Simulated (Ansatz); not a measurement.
Ansatz (a program for electronic structure) run on Pb2SeS (R-3m, 4 atoms in the cell): self-consistent single point

Level of theory: LDA (PW92), default PAW files made with PBE (plane waves; Ansatz).

The input file:

Ansatz 0.2 input:
```yaml
crystal:
  lattice:
    - [2.154790, 1.244069, 7.036600]
    - [-2.154790, 1.244069, 7.036600]
    - [0.000000, -2.488137, 7.036600]
  atoms:
    - { symbol: Pb, position: [0.753107, 0.753107, 0.753107] }
    - { symbol: Pb, position: [0.246893, 0.246893, 0.246893] }
    - { symbol: Se, position: [0.000000, 0.000000, 0.000000] }
    - { symbol: S, position: [0.500000, 0.500000, 0.500000] }
basis:
  ecutwfc: 420.0
kpoints:
  mp_grid: { grid: [7, 7, 7] }
hamiltonian:
  xc: lda
  pseudopotentials: { kind: paw }
scf:
  occupations: { method: fermi_dirac, width: 0.01 }
output:
  forces: true
  eigenvalues: true
  stress: true
```

Output, abridged:

```
WARN ansatz: RAYON_NUM_THREADS=1 ignored (pool sized by the plan → 1); use --threads N
basis.fft_grid_basis auto: the FFT boxes are laid along the combinations [[1, 0, -1], [0, 1, -1], [0, 0, 1]] of the cell's own vectors, 4.310, 4.310 and 7.464 …
Pseudopotentials: kind: paw
Pseudopotential: Pb, paw, valence charge 14
Pseudopotential: Se, paw, valence charge 16
Pseudopotential: S, paw, valence charge 6
Crystal: 4 atoms, lattice volume = 113.178 Å³
Basis set: ecut = 420 eV, 2171 PW (Γ), FFT grids on a1−a3, a2−a3, a3
Bands: 30, of which v1, the nominal top of the filled ones, is band 25 counted from 1 (24 counted from 0)
Symmetry: 12 space group operations
Space group: R-3m (ITA 166), of the structure as read, at distance tolerance 4.8e-5 Å
k-points: 44 of 343
PAW frozen core: Pb, regenerated for the run's functional, and the local potential with it
PAW frozen core: Se, regenerated for the run's functional, and the local potential with it
PAW frozen core: S, regenerated for the run's functional, and the local potential with it
Initial density: superposition of atomic densities (neutral atoms: chi_scale 0, normalization atom), corrected by the library's trained network
Initial wavefunctions: pseudopotential atomic-orbital guess
Eigensolver: davidson
Functional: x = slater, c = lda
SCF iter   1: F=—  HF=-29459.504519 eV  |F-HF|=—  |Δ(HF+E_count)|=         —  Δρ=4.90e-3  dr2=3.44e-2  ethr=1.77e-3  ⟨swp⟩=7.7  Hψ=5996  notcnv=0
all-band conjugate gradients solve this SCF's bands
preconditioner: auto → Resta (q_TF=auto, 2.381 Å⁻¹)
SCF iter   2: F=—  HF=-29459.493046 eV  |F-HF|=—  |Δ(HF+E_count)|=   1.15e-2  Δρ=2.34e-3  dr2=4.52e-3  ethr=6.88e-5  ⟨swp⟩=2.1  Hψ=1999  notcnv=0  defer=43
SCF iter   3: F=—  HF=-29459.491653 eV  |F-HF|=—  |Δ(HF+E_count)|=   1.39e-3  Δρ=7.29e-4  dr2=7.24e-4  ethr=9.04e-6  ⟨swp⟩=2.6  Hψ=2359  notcnv=0  defer=43
SCF iter   4: F=—  HF=-29459.491484 eV  |F-HF|=—  |Δ(HF+E_count)|=   1.69e-4  Δρ=2.08e-4  dr2=5.48e-5  ethr=1.45e-6  ⟨swp⟩=2.0  Hψ=1490  notcnv=0  defer=43
SCF iter   5: F=—  HF=-29459.491478 eV  |F-HF|=—  |Δ(HF+E_count)|=   5.97e-6  Δρ=7.13e-5  dr2=7.68e-6  ethr=1.10e-7  ⟨swp⟩=2.0  Hψ=2377  notcnv=0  defer=43
SCF iter   6: F=—  HF=-29459.491476 eV  |F-HF|=—  |Δ(HF+E_count)|=   2.09e-6  Δρ=1.71e-5  dr2=2.56e-7  ethr=1.54e-8  ⟨swp⟩=2.0  Hψ=2377  notcnv=0  defer=43
SCF iter   7: F=-29459.491476 eV  HF=-29459.491476 eV  |F-HF|=1.48e-9  |Δ(HF+E_count)|=   5.55e-8  Δρ=4.53e-6  dr2=2.36e-8  ethr=2.00e-10  ⟨swp⟩=8.0  Hψ=6031  notcnv=0
SCF 1 converged in 7 iterations: F = -29459.491476 eV  dr2 = 2.36e-8
SCF converged after 7 iterations
Free energy (F): -29459.491476 eV
Harris-Foulkes:  -29459.491476 eV  (|F-HF|=1.48e-9)
Internal energy: -29459.491476 eV  (E = F + TS)
E sigma→0 (E₀):  -29459.491476 eV
Fermi energy:    8.005997 eV
--- Per-component energies (eV) ---
  E_band       = -519.972403
  E_kinetic    = 798.775753
  E_local      = -5061.402878  (includes V_loc(G=0)·N_el)
  E_nonlocal   = 148.321151
  E_hartree    = 2252.331611
  E_xc         = -638.014379
  E_vxc        = -452.828998  (∫ρ·V_xc dr)
  E_paw        = -22596.340277  (= ΣΔE_a)
  E_vpaw       = -457.499515  (= ΣTr[D̂ρ^β])
  E_aug_tail   = -0.000508  (compensation charges beyond the density's cutoff)
  E_ewald      = -4365.377082
  E_core_change = 2.215133  (= ΣΔE_core)
  E_smearing   = -0.000000  (= −TS)
  E_closure    = 0.000000  (closes the sum)
  Σ components = -29459.491476   (vs F -29459.491476, Δ=0.00e0)
--- Forces (eV/Å), atoms counted from 1 ---
  atom   1  Pb     0.00000000     0.00000000     0.00608241
  atom   2  Pb     0.00000000    -0.00000000    -0.00608241
  atom   3  Se     0.00000000     0.00000000     0.00000000
  atom   4  S     -0.00000000     0.00000000     0.00000000
  max |Σ_I F_I| component: 8.67e-19 eV/Å
--- Stress (GPa, compression-positive) ---
       -3.960235       0.000000       0.000000
        0.000000      -3.960235       0.000000
        0.000000       0.000000      -3.956545
  P = ⅓ Tr σ = -3.9590 GPa (-39.590 kbar)
  The stress holds the Pulay correction. Without it, at fixed plane waves, as pw.x and ABINIT print it: P = -3.9779 GPa
--- Band table (eV; the first three rows and the last of 44) ---
  k-point 0: bands = ["-39.3766", "-39.3759", "-39.3759", "-39.3677", "-39.3677", "-8.8044", "-8.8044", "-8.7845", "-8.7845", "-8.7835", "-8.7810", "-8.7794", "-8.7794", "-8.7474", "-8.7474", "-5.4332", "-4.3041", "-0.8322", "1.5484", "5.9518", [...]
  k-point 1: bands = ["-39.3766", "-39.3759", "-39.3759", "-39.3677", "-39.3677", "-8.8172", "-8.7978", "-8.7866", "-8.7858", "-8.7823", "-8.7781", "-8.7763", "-8.7750", "-8.7542", "-8.7482", "-5.2905", "-4.2205", "-0.6770", "1.1452", "5.2368", [...]
  k-point 2: bands = ["-39.3765", "-39.3759", "-39.3759", "-39.3677", "-39.3676", "-8.8438", "-8.8079", "-8.7883", "-8.7867", "-8.7807", "-8.7727", "-8.7667", "-8.7598", "-8.7589", "-8.7479", "-4.8978", "-4.0451", "-0.3720", "0.4047", "3.9323", [...]
  k-point 43: bands = ["-39.3766", "-39.3759", "-39.3759", "-39.3677", "-39.3677", "-8.8088", "-8.7963", "-8.7940", "-8.7879", "-8.7812", "-8.7799", "-8.7710", "-8.7676", "-8.7579", "-8.7572", "-4.9742", "-4.6992", "0.1874", "0.4098", "5.2189", [...]
```

The run converged in 7 iterations.

The starting cell comes from a database of computed structures (which also holds hypothetical and non-ambient phases and stackings), without a prior relaxation at this level. Its lattice was rescaled by up to half a per cent. Spin-orbit coupling is off. With a pressure of about -4 GPa the cell is away from its equilibrium volume at this level. Ansatz's pressure includes its estimate of the finite-basis (Pulay) stress.
